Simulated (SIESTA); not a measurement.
Input and output of a self-consistent single point for CaC2 (C2/c, 6 atoms in the cell) (SIESTA)

Computed with GGA PBEsol, numerical atomic orbitals DZP, PseudoDojo PBEsol standard norm-conserving potentials (rewritten from UPF to PSML) (SIESTA 5.4.2).

Input as run:

```
# files in the folder: Ca.psml C.psml (PseudoDojo PBEsol standard)
SystemName  CaC2
SystemLabel siesta

NumberOfAtoms                6
NumberOfSpecies              2
%block ChemicalSpeciesLabel
  1 20 Ca
  2 6 C
%endblock ChemicalSpeciesLabel
LatticeConstant              3.955046 Ang
%block LatticeVectors
     0.845668799   -0.533707825    0.000000000
     0.845668799    0.533707825    0.000000000
    -0.563633900    0.000000000    1.807686434
%endblock LatticeVectors
AtomicCoordinatesFormat      Bohr
%block AtomicCoordinatesAndAtomicSpecies
     3.161059217    2.596619293   10.132923602  1
     5.267346066   -2.596619293    3.377641201  1
     1.182329121   -1.121042593    7.567537557  2
     7.246076162    1.121042593    5.943027245  2
     5.139789313   -1.121042593   12.698309647  2
     3.288615970    1.121042593    0.812255156  2
%endblock AtomicCoordinatesAndAtomicSpecies

XC.functional                GGA
XC.authors                   PBEsol
PAO.BasisSize                DZP
PAO.EnergyShift              0.01 Ry
MeshCutoff                   300 Ry
%block kgrid.MonkhorstPack
    5   0   0  0.0
    0   5   0  0.0
    0   0   3  0.0
%endblock kgrid.MonkhorstPack
OccupationFunction           FD
ElectronicTemperature        10 K

MaxSCFIterations             150
SCF.Mixer.Method             Pulay
SCF.Mixer.Weight             0.2
SCF.Mixer.History            6
SCF.DM.Tolerance             1.0E-05
Diag.ParallelOverK           true
WriteForces                  true
Charge.Mulliken              end
```

Output, abridged:

```
reinit: Reading from file input.fdf

reinit: System Name: CaC2
reinit: System Label: siesta

coor:   Atomic-coordinates input format  =     Cartesian coordinates
coor:                                            (in Bohr units)

siesta: Atomic coordinates (Bohr) and species
siesta:      3.16106   2.59662  10.13292  1        1
siesta:      5.26735  -2.59662   3.37764  1        2
siesta:      1.18233  -1.12104   7.56754  2        3
siesta:      7.24608   1.12104   5.94303  2        4
siesta:      5.13979  -1.12104  12.69831  2        5
siesta:      3.28862   1.12104   0.81226  2        6

siesta: System type = bulk

initatomlists: Number of atoms, orbitals, and projectors:      6    70    68

siesta: ******************** Simulation parameters ****************************
redata: Spin configuration                          = none
redata: Time-Reversal Symmetry                      = T
redata: Number of Atomic Species                    =        2
redata: Mesh Cutoff                                 =   300.0000 Ry
redata: Net charge of the system                    =     0.0000 |e|
redata: Min. number of SCF Iter                     =        0
redata: Max. number of SCF Iter                     =      150
redata: SCF convergence failure will abort job
redata: SCF mix quantity                            = Hamiltonian
redata: Mix DM or H after convergence               =   F
redata: Recompute H after scf cycle                 =   F
redata: Mix DM in first SCF step                    =   T
redata: No kicks to SCF
redata: DM Mixing Weight for Kicks                  =     0.5000
redata: Require Harris convergence for SCF          =   F
redata: Harris energy tolerance for SCF             =     0.000100 eV
redata: Require DM convergence for SCF              =   T
redata: DM tolerance for SCF                        =     0.000010
redata: Require EDM convergence for SCF             =   F
   [... lines left out ...]
diag: Parallel distribution                         =     1 x     1
diag: Used triangular part                          = Lower
diag: Absolute tolerance                            =  0.100E-15
diag: Orthogonalization factor                      =  0.100E-05
diag: Memory factor                                 =  1.0000

superc: Internal auxiliary supercell:     7 x     7 x     3  =     147
superc: Number of atoms, orbitals, and projectors:    882  10290   9996

                        Single-point calculation

superc: Internal auxiliary supercell:     7 x     7 x     3  =     147
superc: Number of atoms, orbitals, and projectors:    882  10290   9996

outcell: Unit cell vectors (Ang):
        3.344659   -2.110839    0.000000
        3.344659    2.110839    0.000000
       -2.229198    0.000000    7.149483

outcell: Cell vector modules (Ang)   :    3.955046    3.955046    7.488954
outcell: Cell angles (23,13,12) (deg):    104.5797    104.5797     64.5127
outcell: Cell volume (Ang**3)        :    100.9512
new_DM -- step:     1
Initializing Density Matrix...

Attempting to read DM from file... Failed...
DM filled with atomic data:

InitMesh: MESH = 40 x 40 x 80 = 128000
InitMesh: Mesh cutoff (required, used) =   300.000   346.045 Ry

stepf: Fermi-Dirac step function
        iscf     Eharris(eV)        E_KS(eV)     FreeEng(eV)     dDmax    Ef(eV) dHmax(eV)
   scf:    1    -2744.255767    -2748.791188    -2748.791188  1.581957 -5.433576  5.219338
   scf:    2    -2752.175761    -2750.593793    -2750.593793  0.070183 -6.143417  3.122159
   scf:    3    -2752.131874    -2751.655522    -2751.655522  0.142499 -4.493437  0.419773
   scf:    4    -2751.589281    -2751.636440    -2751.636440  0.040332 -4.738473  0.544413
   scf:    5    -2751.683813    -2751.666320    -2751.666320  0.023851 -4.811808  0.070788
   scf:    6    -2751.667091    -2751.666845    -2751.666845  0.002694 -4.815014  0.005162
   scf:    7    -2751.666846    -2751.666846    -2751.666846  0.000027 -4.814640  0.004607
   scf:    8    -2751.666849    -2751.666847    -2751.666847  0.000260 -4.811295  0.000961
   scf:    9    -2751.666848    -2751.666848    -2751.666848  0.000070 -4.811405  0.000148
   scf:   10    -2751.666848    -2751.666848    -2751.666848  0.000006 -4.811402  0.000018
SCF Convergence by DM+H criterion
max |DM_out - DM_in|         :     0.0000061465
max |H_out - H_in|      (eV) :     0.0000175221
SCF cycle converged after 10 iterations

Using DM_out to compute the final energy and forces

siesta: E_KS(eV) =            -2751.6668

siesta: E_KS - E_eggbox =     -2751.6668

siesta: Atomic forces (eV/Ang):
     1    0.000000    0.169572    0.000000
     2   -0.000000   -0.169572   -0.000000
     3    0.196867    0.854587    0.735493
     4   -0.196867   -0.854587   -0.735493
     5   -0.196867    0.854588   -0.735493
     6    0.196867   -0.854587    0.735493
   Tot    0.000000    0.000000    0.000000
   Max    0.854588
   Res    0.542505    sqrt( Sum f_i^2 / 3N )
   Max    0.854588    constrained

Stress tensor Voigt[x,y,z,yz,xz,xy] (kbar):       -2.03      -29.10      -13.64       -0.00       -6.18        0.00
(Free)E + p*V (eV/cell)    -2750.7266
Target enthalpy (eV/cell)    -2751.6668

siesta: Program's energy decomposition (eV):
siesta: Ebs     =      -745.346456
siesta: Eions   =      4430.318023
siesta: Ena     =       990.039119
siesta: Ekin    =      1128.132301
siesta: Enl     =       164.554844
siesta: Eso     =         0.000000
siesta: Edftu   =         0.000000
siesta: DEna    =        11.108781
siesta: DUscf   =         2.606252
siesta: DUext   =         0.000000
siesta: Ex      =      -567.684233
siesta: Ec      =       -50.105887
siesta: Exc     =      -617.790120
siesta: Eharris =     -2751.666848
siesta: Etot    =     -2751.666848
siesta: FreeEng =     -2751.666848

siesta: Atomic forces (eV/Ang):
siesta:      1    0.000000    0.169572    0.000000
siesta:      2   -0.000000   -0.169572   -0.000000
siesta:      3    0.196867    0.854587    0.735493
siesta:      4   -0.196867   -0.854587   -0.735493
siesta:      5   -0.196867    0.854588   -0.735493
siesta:      6    0.196867   -0.854587    0.735493
siesta: ----------------------------------------
siesta:    Tot    0.000000    0.000000    0.000000

siesta: Stress tensor (static) (eV/Ang**3):
siesta:    -0.001267    0.000000   -0.003855
siesta:     0.000000   -0.018162   -0.000000
siesta:    -0.003855   -0.000000   -0.008513

siesta: Cell volume =        100.951224 Ang**3

siesta: Pressure (static):
siesta:                Solid            Molecule  Units
siesta:           0.00010144          0.00033089  Ry/Bohr**3
siesta:           0.00931377          0.03038095  eV/Ang**3
siesta:          14.92231205         48.67564673  kBar

mulliken: Atomic and Orbital Populations:

Species: Ca
Atom  Qatom  Qorb
               3s      4s      4s      3py     3pz     3px     4py     4pz
               4px
   1  9.417   1.973   0.673  -0.098   1.986   1.989   1.987   0.314   0.304
              0.288
   2  9.417   1.973   0.673  -0.098   1.986   1.989   1.987   0.314   0.304
              0.288

Species: C
Atom  Qatom  Qorb
               2s      2s      2py     2pz     2px     2py     2pz     2px
               3Pdxy   3Pdyz   3Pdz2   3Pdxz   3Pdx2-y2
   3  4.291   1.033   0.267   0.912   0.884   0.729   0.135   0.133   0.122
              0.016   0.012   0.020   0.014   0.014
   4  4.291   1.033   0.267   0.912   0.884   0.729   0.135   0.133   0.122
   [... 5 lines left out ...]

mulliken: Qtot =       36.000

Mulliken Atomic Populations:
Atom #   charge [q] valence [e]  Species
     1     0.582953    9.417047  Ca
     2     0.582953    9.417047  Ca
     3    -0.291477    4.291477  C
     4    -0.291477    4.291477  C
     5    -0.291477    4.291477  C
     6    -0.291477    4.291477  C
 Total     0.000000
```

The run converged in 10 iterations.

The starting cell comes from a database of computed structures (which also holds hypothetical and non-ambient phases and stackings), without a prior relaxation at this level. Its lattice was rescaled by a random factor within 2.5 % of one. Values carry the incompleteness of an atom-centred basis. Forces in this geometry exceed 1 eV/Å.
